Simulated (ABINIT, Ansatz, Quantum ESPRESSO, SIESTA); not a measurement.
One structure in several programs: KCaCl3 (Cm, 5 atoms in the cell)

Self-consistent single point.

```yaml
crystal:
  lattice:
    - [3.82287, -3.82431, 0.00000]
    - [3.82287, 3.82431, 0.00000]
    - [-0.00053, 0.00000, 5.40652]
  atoms:
    - { symbol: K, position: [0.99805, 0.99805, 0.99998] }
    - { symbol: Ca, position: [0.49789, 0.49789, 0.48521] }
    - { symbol: Cl, position: [0.49552, 0.99942, 0.48278] }
    - { symbol: Cl, position: [0.99942, 0.49552, 0.48278] }
    - { symbol: Cl, position: [0.50729, 0.50729, 0.98514] }
```

Shared settings, as Ansatz (a quantum-chemistry and plane-wave program) writes them: kpoints.mp_grid.grid = 4 4 4; scf.occupations.method = fixed. Potentials and cutoffs stand in the table.

```
code                                                                                                                                      model  pressure (GPa)  largest force (eV/Å)  gap on the mesh (eV)       cutoff
----------------  -----------------------------------------------------------------------------------------------------------------------------  --------------  --------------------  --------------------  -----------
SIESTA            GGA PBEsol, numerical atomic orbitals DZP, PseudoDojo PBEsol standard norm-conserving potentials (rewritten from UPF to PSML)            0.64                 0.089                 4.551  grid 400 Ry
Quantum ESPRESSO                                                                           PBEsol, GBRV 1.5 ultrasoft (PBESOL) pseudopotentials           -1.60                 0.050                 4.632        40 Ry
ABINIT                                                           PBEsol, norm-conserving pseudopotentials (PseudoDojo nc-sr-04 PBEsol standard)           -1.35                 0.050                 4.633        37 Ha
Ansatz                                                                                                          PBEsol, PAW files made with PBE           -1.33                 0.050                 4.632      default
```

Size of the force on each atom (eV/Å): Sizes of forces hide their directions.

```json
[
 {"code": "SIESTA", "K1": "0.024", "Ca2": "0.089", "Cl3": "0.059", "Cl4": "0.059", "Cl5": "0.014"},
 {"code": "Quantum ESPRESSO", "K1": "0.028", "Ca2": "0.050", "Cl3": "0.023", "Cl4": "0.023", "Cl5": "0.014"},
 {"code": "ABINIT", "K1": "0.028", "Ca2": "0.050", "Cl3": "0.024", "Cl4": "0.024", "Cl5": "0.015"},
 {"code": "Ansatz", "K1": "0.028", "Ca2": "0.050", "Cl3": "0.024", "Cl4": "0.024", "Cl5": "0.015"}
]
```

Gaps are read on the mesh.

The spread over the programs that give each value: pressure within 2.24 GPa; largest force within 0.039 eV/Å; gap on the mesh within 0.082 eV.

SIESTA uses small atom-centred bases, whose incompleteness enters pressures, forces and empty levels differently from a plane-wave cutoff. Ansatz's pressure is given at a fixed set of plane waves, as the other plane-wave codes print theirs. In the pressure, SIESTA (by 1.99) lies more than 1 GPa from the median of the plane-wave programs.

On the base mesh (3 3 3) the same programs gave: Ansatz pressure -1.32 GPa, gap on the mesh 4.771 eV; Quantum ESPRESSO pressure -1.59 GPa, gap on the mesh 4.770 eV; ABINIT pressure -1.33 GPa, gap on the mesh 4.771 eV; SIESTA pressure 0.64 GPa, gap on the mesh 4.685 eV.

The values differ from the base mesh's, so the mesh still matters here: the table compares the programs at equal settings.

The starting cell comes from a database of computed structures (which also holds hypothetical and non-ambient phases and stackings), without a prior relaxation at this level.

Left out of this page: GPAW (failed or unconverged); CP2K (on another mesh).

Keys are those of Ansatz 0.2.
